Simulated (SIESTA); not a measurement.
## Input and output of a self-consistent single point for WSi2 (I4/mmm, 3 atoms in the cell) (SIESTA)

Computed with SIESTA with GGA PBE, numerical atomic orbitals TZP, PseudoDojo PBE standard norm-conserving potentials (rewritten from UPF to PSML).

Input as run:

```
# files in the folder: Si.psml W.psml (PseudoDojo PBE standard)
SystemName  WSi2
SystemLabel siesta

NumberOfAtoms                3
NumberOfSpecies              2
%block ChemicalSpeciesLabel
  1 14 Si
  2 74 W
%endblock ChemicalSpeciesLabel
LatticeConstant              1.0 Ang
%block LatticeVectors
    -1.628754000    1.628754000    3.972942000
     1.628754000   -1.628754000    3.972942000
     1.628754000    1.628754000   -3.972942000
%endblock LatticeVectors
AtomicCoordinatesFormat      Fractional
%block AtomicCoordinatesAndAtomicSpecies
     0.665000000    0.665000000    0.000000000  1
     0.335000000    0.335000000    0.000000000  1
     0.000000000    0.000000000    0.000000000  2
%endblock AtomicCoordinatesAndAtomicSpecies

XC.functional                GGA
XC.authors                   PBE
PAO.BasisSize                TZP
PAO.EnergyShift              0.01 Ry
MeshCutoff                   350 Ry
%block kgrid.MonkhorstPack
   14   0   0  0.0
    0  14   0  0.0
    0   0  14  0.0
%endblock kgrid.MonkhorstPack
OccupationFunction           MP
OccupationMPOrder            0
ElectronicTemperature        50.0 meV

MaxSCFIterations             150
SCF.Mixer.Method             Broyden
SCF.Mixer.Weight             0.1
SCF.Mixer.History            8
SCF.DM.Tolerance             1.0E-05
Diag.ParallelOverK           true
WriteForces                  true
```

The program printed (abridged):

```
reinit: Reading from file input.fdf

reinit: System Name: WSi2
reinit: System Label: siesta

coor:   Atomic-coordinates input format  =     Fractional

siesta: Atomic coordinates (Bohr) and species
siesta:      0.00000   0.00000   9.98534  1        1
siesta:      0.00000   0.00000   5.03021  1        2
siesta:      0.00000   0.00000   0.00000  2        3

siesta: System type = bulk

initatomlists: Number of atoms, orbitals, and projectors:      3    59    68

siesta: ******************** Simulation parameters ****************************
redata: Spin configuration                          = none
redata: Time-Reversal Symmetry                      = T
redata: Number of Atomic Species                    =        2
redata: Mesh Cutoff                                 =   350.0000 Ry
redata: Net charge of the system                    =     0.0000 |e|
redata: Min. number of SCF Iter                     =        0
redata: Max. number of SCF Iter                     =      150
redata: SCF convergence failure will abort job
redata: SCF mix quantity                            = Hamiltonian
redata: Mix DM or H after convergence               =   F
redata: Recompute H after scf cycle                 =   F
redata: Mix DM in first SCF step                    =   T
redata: No kicks to SCF
redata: DM Mixing Weight for Kicks                  =     0.5000
redata: Require Harris convergence for SCF          =   F
redata: Harris energy tolerance for SCF             =     0.000100 eV
redata: Require DM convergence for SCF              =   T
redata: DM tolerance for SCF                        =     0.000010
redata: Require EDM convergence for SCF             =   F
redata: EDM tolerance for SCF                       =     0.001000 eV
redata: Require H convergence for SCF               =   T
redata: Hamiltonian tolerance for SCF               =     0.001000 eV
redata: Require (free) Energy convergence for SCF   =   F
redata: (free) Energy tolerance for SCF             =     0.000100 eV
redata: Using DFT-D3 dispersion                     =   F
redata: Using Saved Data (generic)                  =   F
redata: Method of Calculation                       = Diagonalization
redata: Electronic Temperature                      =   580.2259 K
redata: Number of TDED substeps                     =        3
redata: Dynamics option                             = Single-point calculation
redata: Save all siesta data in one NC              =   F
redata: ***********************************************************************

%block SCF.Mixers
  Broyden
%endblock SCF.Mixers

%block SCF.Mixer.Broyden
  # Mixing method
  method broyden

  # Mixing options
  weight 0.1000
  weight.linear 0.1000
  weight.prime 0.1000
  history 8
%endblock SCF.Mixer.Broyden

DM_history_depth set to one: no extrapolation allowed by default for geometry relaxation
Size of DM history Fstack: 1
Total number of electrons:    22.000000
Total ionic charge:    22.000000

* ProcessorY, Blocksize:    1  60

* Orbital distribution balance (max,min):    59    59

k-point displ. along   1 input, could be:     0.00    0.50
k-point displ. along   2 input, could be:     0.00    0.50
k-point displ. along   3 input, could be:     0.00    0.50
 Kpoints in:         1568 . Kpoints trimmed:         1484

siesta: k-grid: Number of k-points = 1484
siesta: k-points from Monkhorst-Pack grid
siesta: k-cutoff (effective) =    22.803 Ang
siesta: k-point supercell and displacements
siesta: k-grid:    14     0     0      0.000
siesta: k-grid:     0    14     0      0.000
siesta: k-grid:     0     0    14      0.000

diag: Algorithm                                     = D&C
diag: Parallel over k                               =   F
diag: Use parallel 2D distribution                  =   F
diag: Parallel block-size                           = 60
diag: Parallel distribution                         =     1 x     1
diag: Used triangular part                          = Lower
diag: Absolute tolerance                            =  0.100E-15
diag: Orthogonalization factor                      =  0.100E-05
diag: Memory factor                                 =  1.0000

superc: Internal auxiliary supercell:     7 x     7 x     9  =     441
superc: Number of atoms, orbitals, and projectors:   1323  26019  29988

                        Single-point calculation

superc: Internal auxiliary supercell:     7 x     7 x     9  =     441
superc: Number of atoms, orbitals, and projectors:   1323  26019  29988

outcell: Unit cell vectors (Ang):
       -1.628754    1.628754    3.972942
        1.628754   -1.628754    3.972942
        1.628754    1.628754   -3.972942

outcell: Cell vector modules (Ang)   :    4.592379    4.592379    4.592379
outcell: Cell angles (23,13,12) (deg):    138.4542    138.4542     60.2080
outcell: Cell volume (Ang**3)        :     42.1583
new_DM -- step:     1
Initializing Density Matrix...

Attempting to read DM from file... Failed...
DM filled with atomic data:

InitMesh: MESH = 48 x 48 x 36 = 82944
InitMesh: Mesh cutoff (required, used) =   350.000   475.909 Ry

stepf: Methfessel-Paxton step function
       Using Hermite-Gauss polynomials of order  0

        iscf     Eharris(eV)        E_KS(eV)     FreeEng(eV)     dDmax    Ef(eV) dHmax(eV)
   scf:    1    -2270.624702    -2290.381798    -2290.383505  1.845169 -3.013914 11.629031
   scf:    2    -2294.729865    -2292.753288    -2292.753962  0.072235 -3.261108  7.763057
   scf:    3    -2294.724892    -2294.353366    -2294.353541  0.131639 -3.755501  0.812980
   scf:    4    -2294.392951    -2294.382942    -2294.383147  0.027339 -3.774691  1.012518
   scf:    5    -2294.410453    -2294.398094    -2294.398296  0.013755 -3.816681  0.519482
   scf:    6    -2294.407819    -2294.403633    -2294.403826  0.014061 -3.854389  0.115350
   [... 5 lines left out ...]
   scf:   12    -2294.403940    -2294.403940    -2294.404131  0.000072 -3.864256  0.000432
   scf:   13    -2294.403940    -2294.403940    -2294.404131  0.000046 -3.864373  0.000229
   scf:   14    -2294.403940    -2294.403940    -2294.404131  0.000026 -3.864429  0.000147
   scf:   15    -2294.403940    -2294.403940    -2294.404131  0.000013 -3.864460  0.000106
   scf:   16    -2294.403940    -2294.403940    -2294.404131  0.000008 -3.864477  0.000082

SCF Convergence by DM+H criterion
max |DM_out - DM_in|         :     0.0000076324
max |H_out - H_in|      (eV) :     0.0000815822
SCF cycle converged after 16 iterations

Using DM_out to compute the final energy and forces

siesta: E_KS(eV) =            -2294.4039

siesta: E_KS - E_eggbox =     -2294.4039

siesta: Atomic forces (eV/Ang):
     1    0.000027    0.000027   -0.033539
     2   -0.000027   -0.000027    0.033539
     3   -0.000000   -0.000000    0.000000
   Tot    0.000000   -0.000000   -0.000000
   Max    0.033539
   Res    0.015811    sqrt( Sum f_i^2 / 3N )
   Max    0.033539    constrained

Stress tensor Voigt[x,y,z,yz,xz,xy] (kbar):       45.60       45.60       49.32        0.10        0.10        0.05
(Free)E + p*V (eV/cell)    -2295.6366
Target enthalpy (eV/cell)    -2294.4041

siesta: Program's energy decomposition (eV):
siesta: Ebs     =      -533.853109
siesta: Eions   =      4126.022907
siesta: Ena     =      1309.315918
siesta: Ekin    =       641.385480
siesta: Enl     =       369.680104
siesta: Eso     =         0.000000
siesta: Edftu   =         0.000000
siesta: DEna    =        48.332690
siesta: DUscf   =         1.065940
siesta: DUext   =         0.000000
siesta: Ex      =      -495.960438
siesta: Ec      =       -42.200727
siesta: Exc     =      -538.161165
siesta: Eharris =     -2294.403940
siesta: Etot    =     -2294.403940
siesta: FreeEng =     -2294.404131

siesta: Stress tensor (static) (eV/Ang**3):
siesta:     0.028459    0.000032    0.000065
siesta:     0.000032    0.028459    0.000065
siesta:     0.000065    0.000065    0.030785

siesta: Cell volume =         42.158311 Ang**3

siesta: Pressure (static):
siesta:                Solid            Molecule  Units
siesta:          -0.00031840         -0.00031083  Ry/Bohr**3
siesta:          -0.02923428         -0.02853893  eV/Ang**3
siesta:         -46.83848501        -45.72440501  kBar
```

The run converged in 16 iterations.

The starting cell has typed, rounded lattice constants, without a prior relaxation at this level. Its lattice was rescaled by a random factor within 2.5 % of one. Spin polarisation is off. Values carry the incompleteness of an atom-centred basis. With a pressure of about -5 GPa the cell is away from its equilibrium volume at this level.

Cost on one core of a shared machine: roughly 8 min.
